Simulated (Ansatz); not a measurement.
A computed series for HfO2: response to strain

Base system: HfO₂ (space group P4_2/nmc, No. 137; a = 3.577 Å, c = 5.204 Å). Axes: x, y, z lie along a, b, c of the conventional cell.

Strains are applied to the cell and any free atomic positions relax; under stress the whole cell relaxes.

All numbers come from DFT with r2SCAN, PAW potentials and a 500 eV plane-wave cutoff in Ansatz (a program for electronic structure), no spin-orbit coupling, earlier PAW set.

Notes on the quantities. pressure: mean of the normal stresses, compression positive; energy relative to the base: free energy F.

```csv
variant,pressure,volume per atom,band gap,electron mass,energy relative to the base
base,0.00 GPa,11.10 Å³,5.27 eV,"1.0 mₑ along c, 0.89 mₑ across (at Γ)",0 meV/atom
isotropic strain −0.17 %,1.08 GPa,11.04 Å³,5.27 eV,"1.0 mₑ along c, 0.89 mₑ across (at Γ)",+0.2 meV/atom
isotropic strain +4.93 %,-21.31 GPa,12.82 Å³,4.78 eV,"2.2 mₑ along c, 0.63 mₑ across (at Γ)",+132 meV/atom
uniaxial strain ε_xx = +3.19 %,-6.83 GPa,11.45 Å³,5.03 eV,"1.9 mₑ along z, 0.62 mₑ across (at Γ)",+13 meV/atom
uniaxial strain ε_zz = +1.92 %,-2.65 GPa,11.31 Å³,5.28 eV,"1.0 mₑ along z, 0.93 mₑ across (at Γ)",+3.7 meV/atom
"uniaxial stress, 5 GPa tension along x",–,11.18 Å³,5.18 eV,–,+3.8 meV/atom
```

Spin-orbit coupling, missing from the scalar runs, can matter with Hf. Effective masses come from finite differences of ±0.01 Å⁻¹. Beyond what the load breaks, stability against distortions was not tested. This is not the structure that HfO2 has at room temperature and ambient pressure.
